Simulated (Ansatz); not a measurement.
The starting structures come from a database of crystals and need not be the phases stable at ambient conditions.

Evanescent states of Ca₄Bi₂O (I4/mmm, not sure to be the ambient phase, 7 atoms a cell, 26.7 Å³ an atom) along the normal of (001)

These are r2SCAN (plane waves, PAW; Ansatz, a quantum-chemistry and plane-wave program) values and carry that method's errors.

The gap is the functional's own, uncorrected, and κ follows it; spin-orbit coupling is left out. Mid-gap values are interpolated between the computed energies.

Energies count from the valence-band top; κ is the least over a 6×6 mesh across the current.

```json
[
 {"E (eV)": "0.04", "κ (1/Å)": "0.044", "where": "Γ"},
 {"E (eV)": "0.10", "κ (1/Å)": "0.062", "where": "Γ"},
 {"E (eV)": "0.17", "κ (1/Å)": "0.074", "where": "Γ"},
 {"E (eV)": "0.24", "κ (1/Å)": "0.084", "where": "Γ"},
 {"E (eV)": "0.32", "κ (1/Å)": "…", "where": "Γ"},
 {"E (eV)": "0.39", "κ (1/Å)": "…", "where": "Γ"},
 {"E (eV)": "0.46", "κ (1/Å)": "…", "where": "Γ"},
 {"E (eV)": "0.53", "κ (1/Å)": "…", "where": "Γ"},
 {"E (eV)": "0.59", "κ (1/Å)": "…", "where": "Γ"},
 {"E (eV)": "0.67", "κ (1/Å)": "…", "where": "Γ"},
 {"E (eV)": "0.73", "κ (1/Å)": "…", "where": "Γ"},
 {"E (eV)": "0.81", "κ (1/Å)": "…", "where": "Γ"},
 {"E (eV)": "0.88", "κ (1/Å)": "…", "where": "Γ"},
 {"E (eV)": "0.94", "κ (1/Å)": "0.123", "where": "Γ"},
 {"E (eV)": "1.01", "κ (1/Å)": "0.123", "where": "Γ"},
 {"E (eV)": "1.08", "κ (1/Å)": "0.123", "where": "Γ"},
 {"E (eV)": "1.16", "κ (1/Å)": "0.106", "where": "Γ"}
]
```

Fill in the missing entries.


- 0.32, κ (1/Å): 0.092
- 0.39, κ (1/Å): 0.099
- 0.46, κ (1/Å): 0.104
- 0.53, κ (1/Å): 0.109
- 0.59, κ (1/Å): 0.113
- 0.67, κ (1/Å): 0.116
- 0.73, κ (1/Å): 0.118
- 0.81, κ (1/Å): 0.120
- 0.88, κ (1/Å): 0.122
